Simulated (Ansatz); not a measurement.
# Evanescent states of SnO₂ (P4_2/mnm, rutile, 6 atoms a cell, 12.1 Å³ an atom) along the normal of (111)

All values below come from r2SCAN (plane waves, PAW; Ansatz, a first-principles code).

The gap is the functional's own. No spin-orbit coupling. Mid-gap values are those at the computed energy nearest the middle.

Energies count from the valence-band top; κ is the least over a 6×6 mesh across the current.

```
E (eV)  κ (1/Å)  where
------  -------  -----
0.05      0.136      Γ
0.15      0.207      Γ
0.25      0.206      Γ
0.35      0.205      Γ
0.45        ___      Γ
0.55        ___      Γ
0.65        ___      Γ
0.75        ___      Γ
0.85        ___      Γ
0.95        ___      Γ
1.05        ___      Γ
1.15        ___      Γ
1.25        ___      Γ
1.35      0.132      Γ
1.45      0.115      Γ
1.55      0.092      Γ
1.65      0.059      Γ
```

**Question.** Some entries are withheld; supply them.

**Answer.** 
- 0.45, κ (1/Å): 0.203
- 0.55, κ (1/Å): 0.200
- 0.65, κ (1/Å): 0.196
- 0.75, κ (1/Å): 0.191
- 0.85, κ (1/Å): 0.185
- 0.95, κ (1/Å): 0.177
- 1.05, κ (1/Å): 0.169
- 1.15, κ (1/Å): 0.158
- 1.25, κ (1/Å): 0.146
